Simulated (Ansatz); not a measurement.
**HfRh3 in the Cu3Au type structure (space group Pm-3m, No. 221)**

```xyz
4
Lattice="3.8948 0.0000 0.0000 0.0000 3.8948 0.0000 0.0000 0.0000 3.8948" Properties=species:S:1:pos:R:3 pbc="T T T"
Hf     0.0000     0.0000     0.0000
Rh     1.9474     0.0000     1.9474
Rh     0.0000     1.9474     1.9474
Rh     1.9474     1.9474     0.0000
```

Level of theory: PBEsol, PAW, 420 eV (Ansatz, an electronic-structure program; no SOC). Settings: 12×12×12 k-points, 0.05 eV Fermi–Dirac smearing.

```json
{
  "volume_per_atom": "14.77 Å³",
  "density": "13.69 g/cm³",
  "band_gap": "zero",
  "total_energy": "-8654.297 eV/atom (σ→0; compares only within this code and set-up)"
}
```

Whether these cells are dynamically stable was not tested. All final runs are without spin polarisation.
